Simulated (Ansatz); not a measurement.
## What N → Bi does to TaN

Consider TaN in the rock salt structure (space group Fm-3m, No. 225; a = 4.416 Å).

Now apply this change: full substitution N → Bi, then cell and atoms are relaxed.

Calculations: PBE (Ansatz, a program for electronic structure; PAW; 420 eV plane waves; no SOC), earlier PAW set. k-mesh 14×14×14 (Γ-centred); smearing 0.05 eV (Fermi–Dirac), for the changed cell.

The density decreases by 1.94 g/cm³ to 13.10 g/cm³ and the lattice parameter a increases by 1.4095 Å, from 4.416 Å to 5.826 Å. The space group is still Fm-3m (No. 225) and the shortest interatomic distance grows by 0.705 Å, from 2.208 Å to 2.913 Å. The band gap stays zero.

Final structure:

```
CELL_PARAMETERS angstrom
      0.00000     2.91279     2.91279
      2.91279     0.00000     2.91279
      2.91279     2.91279     0.00000
ATOMIC_POSITIONS crystal
  Bi 0.00000 0.00000 0.00000
  Ta 0.50000 0.50000 0.50000
```

No phonon test of stability was made. As relaxed here, TaBi is a hypothetical phase, not in the database extracts checked. All final runs are without spin polarisation. TaBi has a high density of states at the Fermi level and may be magnetic at this level. This is not the structure that TaN has at room temperature and ambient pressure.
